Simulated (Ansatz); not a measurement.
## A computed series for hypothetical Im-3m C: pressure series

Take C (space group Im-3m, No. 229; a = 4.362 Å; a hypothetical phase, not in the database extracts checked) as the base.

Cell and atoms are relaxed at each pressure.

Levels (all Ansatz, a program for electronic structure, PAW): PBEsol (420 eV, no SOC); HSE06 (420 eV, no spin-orbit coupling).

Band gaps by level, all at the geometries relaxed with PBEsol:

| case | PBEsol | HSE06 |
|---|---|---|
| base | 2.45 eV | 3.64 eV |
| pressure −2 GPa | 2.45 eV | 3.64 eV |
| pressure −1 GPa | 2.45 eV | 3.64 eV |
| pressure 0.3 GPa | 2.45 eV | 3.64 eV |
| pressure 1.5 GPa | 2.44 eV | 3.64 eV |
| pressure 3 GPa | 2.44 eV | 3.64 eV |
| pressure 7.5 GPa | 2.44 eV | 3.64 eV |
| pressure 10 GPa | 2.43 eV | 3.64 eV |

Single points use the geometry relaxed with PBEsol. HSE06 gaps are upper bounds (no full band path). Load acts through the strain it causes; cell and atoms are relaxed under it. Whether these cells are dynamically stable was not tested. No other phases were tried under pressure.
